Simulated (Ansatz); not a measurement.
Cells marked so need not be the phases stable at ambient conditions, and some may be hypothetical.

No gap correction and no spin-orbit coupling; mid-gap values are interpolated between computed energies.

A. TePb (Fm-3m, rock salt, 2 atoms a cell, 33.8 Å³ an atom), along the normal of (110)
B. Te₂Mo (P6_3/mmc, 6 atoms a cell, 24.2 Å³ an atom, 3 GPa at this level), along the normal of (001)
C. LiNbO2 (P6_3/mmc, not sure to be the ambient phase, 8 atoms a cell, 9.7 Å³ an atom, -5 GPa at this level), along the normal of (001)
D. SrO (Fm-3m, rock salt, 2 atoms a cell, 17.2 Å³ an atom), along the normal of (110)

Order them by mid-gap decay constant of the slowest evanescent state (highest first) at the level r2SCAN (Ansatz, a program for electronic structure).

C (0.44 1/Å), D (0.33 1/Å), B (0.17 1/Å), A (0.07 1/Å)
